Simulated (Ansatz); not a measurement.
# MgO (model structure, started from the CsCl type, Pm-3m, No. 221, 2 atoms in the cell; like a known high-pressure phase)

The numbers are results of LDA in Ansatz (plane waves, PAW), not measurements.

Settings: plane-wave cutoff 520 eV, 14×14×14 k mesh, Fermi–Dirac smearing 0.01 eV, scalar-relativistic PAW data made under PBE.

Cell (relaxed at this level):

Space group Pm-3m (No. 221); a = 2.5982 Å, b = 2.5982 Å, c = 2.5982 Å, α = 90.00°, β = 90.00°, γ = 90.00°

```csv
atom,site,symmetry,x,y,z
Mg,1a,m-3m,0.0000,0.0000,0.0000
O,1b,m-3m,0.5000,0.5000,0.5000
```

```json
{
 "band_gap": "2.85 eV (indirect)",
 "smallest_direct_gap_on_the_k_points_sampled": "3.91 eV"
}
```

Static lattice: no zero-point or thermal effects.

A model structure was made by putting elements into a prototype or built by hand; it is no filed structure, need not be a known phase, and can be a saddle point held by its symmetry.

Ansatz is a quantum-chemistry and plane-wave program.
